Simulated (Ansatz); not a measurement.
## Rh: pressure series

Take Rh in the fcc (Cu type) structure (space group Fm-3m, No. 225; a = 3.830 Å) as the base.

Cell and atoms are relaxed at each pressure.

The values are results of PBE/PAW in Ansatz (a quantum-chemistry and plane-wave program), no spin-orbit coupling, not measurements.

```
P (GPa)  V (Å³/atom)
-------  -----------
-2.01         14.159
-1.01         14.102
0.30          14.030
0.70          14.008
1.50          13.966
2.99          13.889
5.00          13.788
7.50          13.669
10.00         13.556
```

A third-order Birch–Murnaghan fit to these points gives V₀ = 14.05 Å³/atom, B₀ = 257 GPa and B₀′ = 5.2. At pressure 10 GPa the volume is 96.5 % of V₀.

Measured bulk modulus of Rh: 271 GPa (static lattice; corrected from measurement; as listed in H. Levämäki et al., Physical Review B (2014)); the computed value is 5 % below it.

Load acts through the strain it causes; cell and atoms are relaxed under it. No phonon test of stability was made. No other phases were tried under pressure. All final runs are without spin polarisation.
